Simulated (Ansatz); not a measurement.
The starting structures come from a database of crystals and need not be the phases stable at ambient conditions.

Inside the gap of an insulator the Bloch states are evanescent, with a wavenumber k + iκ along the transport direction.

Data:

```yaml
crystal:
  lattice:
    - [3.97057, 0.00000, 0.00000]
    - [0.00000, 13.34376, 0.00000]
    - [1.98528, 6.67188, 1.98528]
  atoms:
    - { symbol: K, position: [0.00000, 0.35474, 0.00000] }
    - { symbol: K, position: [0.00000, 0.64526, 0.00000] }
    - { symbol: Mg, position: [0.00000, 0.00000, 0.00000] }
    - { symbol: H, position: [0.50000, 0.50000, 0.00000] }
    - { symbol: H, position: [0.50000, 0.00000, 0.00000] }
    - { symbol: H, position: [0.00000, 0.14948, 0.00000] }
    - { symbol: H, position: [0.00000, 0.85052, 0.00000] }
```

Space group of this cell: I4/mmm. The cell was relaxed by PBE-D3(BJ); by r2SCAN its mean pressure is 0.8 GPa.

Transport runs along the normal of the first two printed cell vectors, the (100) plane of the conventional cell.

The gap is the functional's own. No spin-orbit coupling. Mid-gap values are interpolated on the energy grid.

### Question
Compute, with r2SCAN (Ansatz, an electronic-structure program), the band gap and the smallest decay constant κ at mid-gap.

### Answer
Gap 4.13 eV on a 16×16×16 mesh; κ = 0.416 1/Å, at the zone centre.
